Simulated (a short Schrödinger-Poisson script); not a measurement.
Structure: MOS inversion layer, SiO2 on p-type Si(100), at 150 K.

From the gate side: 0.9 nm SiO2; 190 nm Si, acceptors 4.9e18 cm⁻³.

Constants are typed, rounded textbook-type inputs, not results; the design itself was drawn at random and stands for no fabricated device. SiO2: permittivity 3.9, conduction-band edge (eV) 3.15, gap (eV) 9, electron mass (mₑ) 0.5. Si: permittivity 11.7, conduction-band edge (eV) 0, gap (eV) 1.124, Nv at 300 K (cm⁻³) 3.1e19.

Channel valleys (confinement mass, in-plane density-of-states mass, number): Δ2 0.916, 0.19, 2; Δ4 0.19, 0.417, 4. At the gate the conduction-band edge of layer 1 lies 3.72 eV − eVg above the Fermi level of the channel; the field vanishes at the back. Gaps are held at their typed values at every temperature. Mesh 0.03 nm at interfaces.

Solved with a short Schrödinger-Poisson script written for these runs: 1D Poisson equation in equilibrium, electrons quantum, Hartree (BenDaniel-Duke, 12 states a valley, the channel's in-plane mass for all, wave functions ending at the dielectric), parabolic valleys, classical holes, full ionisation, no traps, pinning or gate leakage.

```
Vg (V)  electrons (cm⁻²)  C (μF/cm²)  Δ2 E0 (meV from the Fermi level)  Δ4 E0 (meV from the Fermi level)
------  ----------------  ----------  --------------------------------  --------------------------------
1.05              1.29e9       0.514                              95.3                             232.9
1.1              2.78e10       0.711                              55.5                             195.0
1.15             2.73e11        1.65                              25.2                             166.7
1.2              8.41e11        2.23                               8.8                             152.3
1.25             1.55e12        2.46                              -1.5                             144.1
1.3              2.31e12        2.56                              -9.5                             138.2
1.35             3.11e12        2.62                             -16.4                             133.4
1.4              3.92e12        2.65                             -22.6                             129.2
1.45             4.74e12        2.68                             -28.5                             125.3
1.5              5.57e12        2.70                             -34.2                             121.6
1.55             6.40e12        2.71                             -39.7                             118.1
1.6              7.24e12        2.72                             -45.2                             114.5
```

Gate voltages with under 1e9 electrons/cm² are left out.

At Vg = 1.6 V the lowest Δ2 subband lies at -45.2 meV from the Fermi level. How many electrons does it hold, and what share of all?

The two-dimensional density of states is g m/(πħ²) = 1.59e11 cm⁻² meV⁻¹ (both spins), kT = 12.9 meV, so n = D kT ln(1 + exp(−E/kT)) = 7.24e12 cm⁻², 1.00 of the 7.24e12 cm⁻² in all.

Compare the slope of the sheet density between 1.5 and 1.6 V with the geometric capacitance of the layers between gate and channel.

q Δn/ΔV = 2.68 μF/cm²; ε0/Σ(t/ε) = 3.84 μF/cm². The ratio is 0.70: the channel acts as a further capacitance in series.
